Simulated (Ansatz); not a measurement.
Start from CuAu (space group P4/mmm, No. 123; a = 2.869 Å, c = 3.645 Å; relaxed with 0.1 eV smearing). Axes: x, y, z lie along a, b, c of the conventional cell.

The values are results of PBE in Ansatz (plane waves to 420 eV, PAW, no spin-orbit coupling), not measurements.

Before the change:

* **Band gap**: zero
* **Pressure**: 0.0 GPa

Perturbation: compressive biaxial strain of 3.00 % in the plane normal to [001], as in epitaxy on a mismatched substrate; the out-of-plane cell vector and the atoms relax.

Q: What does the calculation give for the out-of-plane strain, band gap and pressure after the change?

A: The out-of-plane strain comes out as +5.05 %; the band gap stays zero; the pressure (mean of the normal stresses, compression positive) goes from zero to 2.0 GPa.

No phonon test of stability was made. All final runs are without spin polarisation.

Ansatz is a quantum-chemistry and plane-wave program.
